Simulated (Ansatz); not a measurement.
## A constructed model of the (111) surface of fcc Au, a pseudomorphic layer of Pd in the other hollow (bottom of the slab: a bare face, its two planes held)

All values below come from PBE (plane waves to 420 eV, PAW; Ansatz, a first-principles code).

Model: 7-atom slab, 14.3 Å thick at the start, 15x15x1 mesh, Fermi-Dirac 0.1 eV, dipole correction, 2 atoms held, the rest relaxed; symmetry of the start imposed; no spin, no spin-orbit, no U. In PBE it lies 0.02 eV a 1x1 cell over the lowest computed structure of the same composition (a pseudomorphic layer of Pd in the host's stacking).

* **work function of the top face**: 5.15 eV
* **energy released by relaxation**: 0.005 eV
* **cost**: around 2.5 core-minutes (rough)
